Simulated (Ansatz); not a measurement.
Worked example: self-consistent single point of RbH (Fm-3m, 2 atoms in the cell) in Ansatz (a program for electronic structure).

Computed with LDA (PW92), harder PAW files (source: ansatz) made with PBE (plane waves; Ansatz).

```xyz
2
Lattice="0.0000 2.9891 2.9891 2.9891 0.0000 2.9891 2.9891 2.9891 0.0000" Properties=species:S:1:pos:R:3 pbc="T T T"
Rb     2.9891     2.9891     2.9891
H      0.0000     0.0000     0.0000
```

Reference input (self-consistent single point, DFT, LDA (PW92), plane waves, default PAW files made with PBE): basis.ecutwfc = 420 eV; kpoints.mp_grid.grid = 7 7 7; hamiltonian.xc = lda; hamiltonian.pseudopotentials = {kind: paw} (the program's default PAW files); scf.occupations.method = fixed. This run's input differs from it in these lines:

Ansatz 0.2 input:
```diff
@@ -10,3 +10,3 @@
 basis:
-  ecutwfc: 420.0 eV
+  ecutwfc: 360.0 eV
 kpoints:
@@ -15,3 +15,3 @@
   xc: lda
-  pseudopotentials: { kind: paw }
+  pseudopotentials: { kind: paw, source: ansatz }
 scf:
```

Output, abridged:

```
SCF iter   1: F=—  HF=-3192.578918 eV  |F-HF|=—  |Δ(HF+E_count)|=         —  Δρ=3.38e-2  dr2=1.08e0  ethr=3.10e-3  ⟨swp⟩=5.3  Hψ=1220  notcnv=0  defer=19
all-band conjugate gradients solve this SCF's bands
preconditioner: auto → none
SCF iter   2: F=—  HF=-3192.195949 eV  |F-HF|=—  |Δ(HF+E_count)|=   3.83e-1  Δρ=6.28e-3  dr2=3.17e-2  ethr=3.10e-3  ⟨swp⟩=3.0  Hψ=439  notcnv=0  defer=33
SCF iter   3: F=—  HF=-3192.195797 eV  |F-HF|=—  |Δ(HF+E_count)|=   1.52e-4  Δρ=3.04e-3  dr2=3.61e-3  ethr=3.17e-4  ⟨swp⟩=1.9  Hψ=319  notcnv=0  defer=35
SCF iter   4: F=—  HF=-3192.197141 eV  |F-HF|=—  |Δ(HF+E_count)|=   1.34e-3  Δρ=3.60e-4  dr2=6.16e-5  ethr=3.61e-5  ⟨swp⟩=2.0  Hψ=224  notcnv=0  defer=37
SCF iter   5: F=—  HF=-3192.197160 eV  |F-HF|=—  |Δ(HF+E_count)|=   1.92e-5  Δρ=2.71e-5  dr2=2.19e-7  ethr=6.16e-7  ⟨swp⟩=2.5  Hψ=280  notcnv=0  defer=35
SCF iter   6: F=-3192.197160 eV  HF=-3192.197160 eV  |F-HF|=1.24e-9  |Δ(HF+E_count)|=   1.26e-7  Δρ=1.88e-6  dr2=2.28e-9  ethr=1.00e-9  ⟨swp⟩=9.6  Hψ=1333  notcnv=0
SCF 1 converged in 6 iterations: F = -3192.197160 eV  dr2 = 2.28e-9
Free energy (F): -3192.197160 eV
Internal energy: -3192.197160 eV  (E = F + TS)
E sigma→0 (E₀):  -3192.197160 eV
Fermi energy:    2.020258 eV
--- Forces (eV/Å), atoms counted from 1 ---
  atom   1  Rb     0.00000000    -0.00000000    -0.00000000
  atom   2  H     -0.00000000    -0.00000000    -0.00000000
--- Stress (GPa, compression-positive) ---
       -1.179810      -0.000000       0.000000
        0.000000      -1.179810       0.000000
       -0.000000      -0.000000      -1.179810
  P = ⅓ Tr σ = -1.1798 GPa (-11.798 kbar)
  The stress holds the Pulay correction. Without it, at fixed plane waves, as pw.x and ABINIT print it: P = -1.5139 GPa
```

The run converged in 6 iterations. Against the reference run the pressure hardly changes (-1.19 to -1.18 GPa) and the gap on the mesh hardly changes (2.844 to 2.838 eV).

The starting cell comes from a database of computed structures (which also holds hypothetical and non-ambient phases and stackings), without a prior relaxation at this level. Its lattice was rescaled by up to half a per cent. Ansatz's pressure includes its estimate of the finite-basis (Pulay) stress. The cutoff lies below the one recommended for these files.
